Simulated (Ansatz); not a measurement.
Start from HgS in the zinc blende structure (space group F-43m, No. 216; a = 5.8119 Å). Axes: x, y, z lie along the cube axes.

Method: LDA, PAW, 420 eV (Ansatz, an electronic-structure program; scalar-relativistic without spin-orbit coupling).

Strains are applied to the cell and any free atomic positions relax; under biaxial strain the out-of-plane vector relaxes too.

One change was made to it. Results:

The pressure (mean of the normal stresses, compression positive) goes from zero to 0.3 GPa; the energy increases by 0.7 meV/atom; the shortest interatomic distance drops by 0.004 Å, from 2.517 Å to 2.513 Å.

### Question
Which of these changes matches the shifts?
(A) biaxial strain +1.50 %, plane normal [001], relaxed out of plane
(B) biaxial strain −3.00 %, plane normal [001], relaxed out of plane
(C) biaxial strain +3.00 %, plane normal [001], relaxed out of plane
(D) biaxial strain −1.00 %, plane normal [001], relaxed out of plane

### Answer
D, biaxial strain −1.00 %, plane normal [001], relaxed out of plane. For comparison, the pressure in the other runs: biaxial strain +1.50 %, plane normal [001], relaxed out of plane gives -0.4 GPa; biaxial strain +3.00 %, plane normal [001], relaxed out of plane gives -0.8 GPa; biaxial strain −3.00 %, plane normal [001], relaxed out of plane gives 0.9 GPa.

The mesh was chosen for an insulator and is coarse for the gapless case. Stability against distortions was not tested. All final runs are without spin polarisation. Gaps under 0.05 eV, about the width of the smearing, are given as zero.
